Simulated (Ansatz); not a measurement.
**Habitual settings against a tight run: LaInAu (P-62m, 9 atoms in the cell)**

Self-consistent single point.

```yaml
crystal:
  lattice:
    - [7.82725, 0.00000, 0.00000]
    - [-3.91362, 6.77859, 0.00000]
    - [0.00000, 0.00000, 4.28599]
  atoms:
    - { symbol: La, position: [0.58575, 0.00000, 0.50000] }
    - { symbol: La, position: [0.41425, 0.41425, 0.50000] }
    - { symbol: La, position: [0.00000, 0.58575, 0.50000] }
    - { symbol: In, position: [0.00000, 0.24614, 0.00000] }
    - { symbol: In, position: [0.24614, 0.00000, 0.00000] }
    - { symbol: In, position: [0.75386, 0.75386, 0.00000] }
    - { symbol: Au, position: [0.66667, 0.33333, 0.00000] }
    - { symbol: Au, position: [0.33333, 0.66667, 0.00000] }
    - { symbol: Au, position: [0.00000, 0.00000, 0.50000] }
```

Computed with LDA (PW92), PAW files made with PBE (plane waves; Ansatz, an electronic-structure program).

Base settings: basis.ecutwfc = 420 eV; kpoints.mp_grid.grid = 5 5 8; hamiltonian.xc = lda; hamiltonian.pseudopotentials = {kind: paw} (the program's default PAW files); scf.occupations.method = gaussian; scf.occupations.width = 0.2 eV.

Tight run (finer mesh or higher cutoff; not a proven limit): basis.ecutwfc: 420 eV → 590 eV; kpoints.mp_grid.grid: 5 5 8 → 7 7 11; scf.convergence.dr2_threshold: default (1e-07 eV) → 1e-09 eV. It gave Fermi level (on the code's own zero) 13.46 eV; pressure -4.53 GPa; largest force (vector length) 0.018 eV/Å.

Quick runs, as changes from the base:
- A: the base itself
- B: kpoints.mp_grid.grid: 5 5 8 → 4 4 4; hamiltonian.xc: lda → pbesol [PBEsol]
- C: basis.ecutwfc: 420 eV → 250 eV; kpoints.mp_grid.grid: 5 5 8 → 6 6 6
- D: basis.ecutwfc: 420 eV → 210 eV; kpoints.mp_grid.grid: 5 5 8 → 8 8 8; hamiltonian.xc: lda → pbesol; scf.occupations.method: gaussian → fermi_dirac; scf.occupations.width: 0.2 eV → 0.5 eV; scf.convergence.dr2_threshold: default (1e-07 eV) → 0.0001 eV [PBEsol]
- E: basis.ecutwfc: 420 eV → 210 eV; kpoints.mp_grid.grid: 5 5 8 → 2 2 2

Energies are extrapolated to zero smearing width, which holds to low order in the width alone.

Dashes: energy of B, D, another energy zero.

† marks runs with another functional, U, potentials or spin treatment: their distance from the tight run is not a convergence error alone.

The count of work is k-points × plane waves × bands × iterations; it is no time. 

Pressures in the table are Ansatz's without its Pulay estimate, at a fixed set of plane waves; the tight run's value above holds the estimate.

The starting cell comes from a database of computed structures (which also holds hypothetical and non-ambient phases and stackings), without a prior relaxation at this level. Its lattice was rescaled by a random factor within 2.5 % of one. In the base run, with a pressure of about -5 GPa the cell is away from its equilibrium volume at this level.

```
run  energy less tight (meV/atom)  pressure less tight (GPa)  largest miss in a force vector (eV/Å)  count of work / tight
---  ----------------------------  -------------------------  -------------------------------------  ---------------------
A                             1.3                       0.01                                  0.007                   0.29
B†                              –                       2.41                                  0.085                   0.16
C                           656.7                     -29.73                                  0.044                   0.16
D†                              –                    -109.78                                  0.227                   0.21
E                          3456.7                    -115.46                                  0.273                  0.015
```

Among the runs at the tight run's level, the energy misses run from 1.3 to 3456.7 meV/atom.

Left out of this page: 1 run of the series unsound by tests on forces, stress, charge or solver warnings.

Keys are those of Ansatz 0.2.
